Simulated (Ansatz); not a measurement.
## Ansatz run on a (111) slab of Pt (cut from a parent of space group no. 225; 5 atoms in the cell): self-consistent single point

Level of theory: PBEsol, default PAW files made with PBE (plane waves; Ansatz, a program for electronic structure).

Input:

Ansatz 0.2 input:
```yaml
crystal:
  lattice:
    - [2.763543, 0.000000, 0.000000]
    - [1.381772, 2.393298, 0.000000]
    - [0.000000, 0.000000, 23.025706]
  atoms:
    - { symbol: Pt, position_ang: [1.381770, 0.797765, 6.999999] }
    - { symbol: Pt, position_ang: [2.763545, 1.595533, 9.256403] }
    - { symbol: Pt, position_ang: [0.000000, 0.000000, 11.512807] }
    - { symbol: Pt, position_ang: [1.381770, 0.797765, 13.769303] }
    - { symbol: Pt, position_ang: [2.763545, 1.595533, 16.025707] }
basis:
  ecutwfc: 420.0
kpoints:
  mp_grid:
    grid: [12, 12, 1]
hamiltonian:
  xc: pbesol
  pseudopotentials:
    kind: paw
scf:
  occupations:
    method: gaussian
    width: 0.1
output:
  forces: true
  eigenvalues: true
  stress: true
```

Output (repeated stretches shortened):

```
WARN the atoms were moved onto the symmetric positions of the space group found under crystal.symmetry.tolerance 1.0e-5 (fractional …
WARN ansatz: RAYON_NUM_THREADS=1 ignored (pool sized by the plan → 1); use --threads N
Pseudopotentials: kind: paw
Pseudopotential: Pt, paw, valence charge 18
Crystal: 5 atoms, lattice volume = 152.292 Å³
Basis set: ecut = 420 eV, 2963 PW (Γ), exchange–correlation on 40×40×320 points (8 copies of the dense FFT grid, shifted against one another)
Bands: 54, of which v1, the nominal top of the filled ones, is band 45 counted from 1 (44 counted from 0)
Symmetry: 12 space group operations
Space group: P-3m1 (ITA 164), of the structure as read, at distance tolerance 5.3e-5 Å
k-points: 19 of 144
PAW frozen core: Pt, regenerated for the run's functional, and the local potential with it
Initial density: superposition of atomic densities (neutral atoms: chi_scale 0, normalization atom), corrected by the library's trained network
Initial wavefunctions: pseudopotential atomic-orbital guess
Eigensolver: davidson
Functional: x = pbesol(κ = 0.804, μ = 0.12345679012345678), c = pbesol(β = 0.046)
SCF iter   1: F=—  HF=-61917.651571 eV  |F-HF|=—  |Δ(HF+E_count)|=         —  Δρ=1.14e-2  dr2=1.62e0  ethr=1.77e-3  ⟨swp⟩=8.5  Hψ=4606  notcnv=0  defer=5
all-band conjugate gradients solve this SCF's bands
preconditioner: auto → LDOS
SCF iter   2: F=—  HF=-61917.625565 eV  |F-HF|=—  |Δ(HF+E_count)|=   2.60e-2  Δρ=6.28e-3  dr2=2.33e-1  ethr=1.77e-3  ⟨swp⟩=2.0  Hψ=1249  notcnv=0  defer=28
SCF iter   3: F=—  HF=-61917.617733 eV  |F-HF|=—  |Δ(HF+E_count)|=   7.83e-3  Δρ=3.50e-3  dr2=1.12e-1  ethr=2.59e-4  ⟨swp⟩=1.7  Hψ=1069  notcnv=0  defer=53
SCF iter   4: F=—  HF=-61917.614170 eV  |F-HF|=—  |Δ(HF+E_count)|=   3.56e-3  Δρ=7.22e-4  dr2=7.10e-4  ethr=1.25e-4  ⟨swp⟩=1.5  Hψ=1018  notcnv=0  defer=53
SCF iter   5: F=—  HF=-61917.614032 eV  |F-HF|=—  |Δ(HF+E_count)|=   1.37e-4  Δρ=2.18e-4  dr2=7.43e-5  ethr=7.88e-7  ⟨swp⟩=3.6  Hψ=2350  notcnv=0  defer=53
SCF iter   6: F=—  HF=-61917.614045 eV  |F-HF|=—  |Δ(HF+E_count)|=   1.27e-5  Δρ=7.94e-5  dr2=1.33e-5  ethr=8.26e-8  ⟨swp⟩=2.1  Hψ=1494  notcnv=0  defer=53
SCF iter   7: F=—  HF=-61917.614045 eV  |F-HF|=—  |Δ(HF+E_count)|=   4.69e-7  Δρ=3.57e-5  dr2=5.06e-6  ethr=1.47e-8  ⟨swp⟩=2.1  Hψ=1458  notcnv=0  defer=53
SCF iter   8: F=—  HF=-61917.614046 eV  |F-HF|=—  |Δ(HF+E_count)|=   2.06e-7  Δρ=2.08e-5  dr2=1.75e-6  ethr=5.63e-9  ⟨swp⟩=1.2  Hψ=1004  notcnv=0  defer=53
SCF iter   9: F=—  HF=-61917.614046 eV  |F-HF|=—  |Δ(HF+E_count)|=   8.17e-8  Δρ=1.05e-5  dr2=4.30e-7  ethr=1.94e-9  ⟨swp⟩=1.5  Hψ=1055  notcnv=0  defer=53
SCF iter  10: F=-61917.614046 eV  HF=-61917.614046 eV  |F-HF|=1.43e-8  |Δ(HF+E_count)|=   4.32e-8  Δρ=2.46e-6  dr2=3.19e-8  ethr=1.11e-10  ⟨swp⟩=11.9  Hψ=5207  notcnv=0
SCF 1 converged in 10 iterations: F = -61917.614046 eV  dr2 = 3.19e-8
SCF converged after 10 iterations
Free energy (F): -61917.614046 eV
Harris-Foulkes:  -61917.614046 eV  (|F-HF|=1.43e-8)
Internal energy: -61917.562788 eV  (E = F + TS)
E sigma→0 (E₀):  -61917.588417 eV
Entropy (-TS):   -0.051258 eV (-10.252 meV/atom)
Fermi energy:    8.541439 eV
--- Per-component energies (eV) ---
  E_band       = -1962.890149
  E_kinetic    = 3186.560130
  E_local      = -120799.160786  (includes V_loc(G=0)·N_el)
  E_nonlocal   = 1015.769328
  E_hartree    = 58799.113843
  E_xc         = -1299.256503
  E_vxc        = -1508.734157  (∫ρ·V_xc dr)
  E_paw        = -46581.913097  (= ΣΔE_a)
  E_vpaw       = -1455.580069  (= ΣTr[D̂ρ^β])
  E_aug_tail   = 0.000916  (compensation charges beyond the density's cutoff)
  E_ewald      = 43759.888476
  E_core_change = 1.434906  (= ΣΔE_core)
  E_smearing   = -0.051258  (= −TS)
  E_closure    = 0.000000  (closes the sum)
  Σ components = -61917.614046   (vs F -61917.614046, Δ=0.00e0)
--- Forces (eV/Å), atoms counted from 1 ---
  atom   1  Pt     0.00000000    -0.00000000    -0.20197173
  atom   2  Pt     0.00000000    -0.00000000     0.27339902
  atom   3  Pt    -0.00000000     0.00000000     0.00000000
  atom   4  Pt    -0.00000000     0.00000000    -0.27339902
  atom   5  Pt     0.00000000     0.00000000     0.20197173
  max |Σ_I F_I| component: 8.67e-18 eV/Å
--- Stress (GPa, compression-positive) ---
       -3.917414       0.000000       0.000000
        0.000000      -3.917414       0.000000
        0.000000       0.000000       0.619545
  P = ⅓ Tr σ = -2.4051 GPa (-24.051 kbar)
  The stress holds the Pulay correction. Without it, at fixed plane waves, as pw.x and ABINIT print it: P = -2.4361 GPa
--- Band table (eV; the first three rows and the last of 19) ---
  k-point 0: bands = ["-90.1183", "-90.0158", "-90.0143", "-89.5394", "-89.5394", "-44.4630", "-44.2503", "-44.1147", "-44.1147", "-44.1112", "-44.0101", "-44.0101", "-44.0039", "-44.0039", "-43.6236", "-43.6236", "-43.6236", "-43.6236", "-43.5070", [...]
  k-point 1: bands = ["-90.1167", "-90.0142", "-90.0128", "-89.5378", "-89.5378", "-44.4552", "-44.2518", "-44.1352", "-44.1216", "-44.1161", "-44.0323", "-44.0294", "-44.0165", "-44.0097", "-43.6486", "-43.6485", "-43.6297", "-43.6297", "-43.5044", [...]
  k-point 2: bands = ["-90.1122", "-90.0099", "-90.0088", "-89.5336", "-89.5336", "-44.4344", "-44.2710", "-44.1771", "-44.1404", "-44.1402", "-44.1027", "-44.0760", "-44.0339", "-44.0254", "-43.7161", "-43.7159", "-43.6466", "-43.6466", "-43.4977", [...]
  k-point 18: bands = ["-90.0906", "-89.9894", "-89.9894", "-89.5131", "-89.5131", "-44.4049", "-44.4049", "-44.3719", "-44.2772", "-44.2718", "-44.2718", "-44.1750", "-44.1663", "-44.1663", "-43.8837", "-43.8835", "-43.8712", "-43.8712", [...]
```

The run converged in 10 iterations.

The starting cell has typed, rounded lattice constants, without a prior relaxation at this level. The slab is cut from that crystal, and its faces are unrelaxed. Its lattice was rescaled by up to half a per cent. Spin-orbit coupling is off. Spin polarisation is off.
